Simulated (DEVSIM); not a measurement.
System: illuminated Si p-on-n cell, one wavelength, at 300 K.

Layer 1 from the left is Si, thickness (μm) 0.290, Na (cm⁻³) 9.9e17, τn (s) 9.3e-5, τp (s) 1.3e-5, absorption coefficient (cm⁻¹) 5100. Layer 2 from the left is Si, thickness (μm) 26.0, Nd (cm⁻³) 1.9e15, τn (s) 0.00016, τp (s) 0.00016, absorption coefficient (cm⁻¹) 5100.

Left contact: ohmic, minority electron recombination velocity 800 cm/s. Right contact: ohmic, minority hole recombination velocity 8e5 cm/s. Voltage is applied to the left contact. Recombination: SRH at mid-gap, radiative, Auger. Gap narrowing is on: ΔEg = 6.92 meV × (l + √(l² + 0.5)), l = ln(N/1.3e17 cm⁻³), shared equally by both band edges. Light enters at the left, 2.8e18 photons cm⁻² s⁻¹, one pass, no reflection. Mobility is μmin + (μ − μmin)/(1 + (N/Nref)^α).

The device is made up for the run: typed textbook-type constants, with dimensions and the other settings drawn at random. Values at 300 K.

Si: gap (eV) 1.124, affinity (eV) 4.05, permittivity 11.7, Nc (cm⁻³) 2.86e19, Nv (cm⁻³) 3.1e19, μn (cm²/Vs) 1417, μp (cm²/Vs) 470, μn,min 52, μp,min 45, Nref,n 9.7e16, Nref,p 2.2e17, αn 0.68, αp 0.72, B (cm³/s) 4.7e-15, Cn (cm⁶/s) 2.8e-31, Cp (cm⁶/s) 9.9e-32.

Model (solved in DEVSIM): 1D drift-diffusion, Boltzmann statistics, complete ionisation; no tunnelling, impact ionisation, image-force lowering or self-heating.

Dark forward current:

```tsv
|V| (V)	|J| (A/cm²)
0.05	3.395e-10
0.10	2.399e-9
0.15	1.593e-8
0.20	1.075e-7
0.25	7.346e-7
0.30	5.052e-6
0.35	3.483e-5
0.40	0.0002404
0.45	0.001658
0.50	0.01141
0.55	0.07690
0.60	0.4710
0.65	2.276
0.70	8.486
0.75	26.72
0.80	76.70
0.85	208.9
0.90	542.0
0.95	1294
1.00	2686
```

Task: Work out the local ideality factor n = ΔV / (kT/q · ln(J2/J1)) between the rows 0.15 and 0.20 V, 0.35 and 0.40 V, 0.95 and 1.00 V.

Result: kT/q = 25.85 mV. From 0.15 to 0.20 V: ln(1.075e-7/1.593e-8) = 1.909, n = 1.01, near the 1 of diffusion or emission over a barrier. From 0.35 to 0.40 V: ln(0.0002404/3.483e-5) = 1.932, n = 1.00, near the 1 of diffusion or emission over a barrier. From 0.95 to 1.00 V: ln(2686/1294) = 0.730, n = 2.65.

Task: What current could the absorbed light give at most, and what share is collected?

Result: Σ αd = 13.4, so qΦ(1 − exp(−Σ αd)) = 449 mA/cm². The simulated short-circuit current is 428.3 mA/cm², a share of 0.95.

Task: Estimate the open-circuit voltage by superposition: the voltage at which the dark current equals that short-circuit current.

Result: Interpolating ln J in the table gives 0.597 V. The simulation gives 0.596 V, the same within the digits that matter. Superposition holds where collection doesn't change with voltage.

Task: Estimate the fill factor from FF0 = (v − ln(v + 0.72))/(v + 1), v = qVoc/(nkT), with n from the dark curve.

Result: The rows about Voc, 0.55 and 0.60 V, give n = 1.07, so v = 21.6 and FF0 = 0.818. The simulation gives 0.815, the same within the digits that matter.
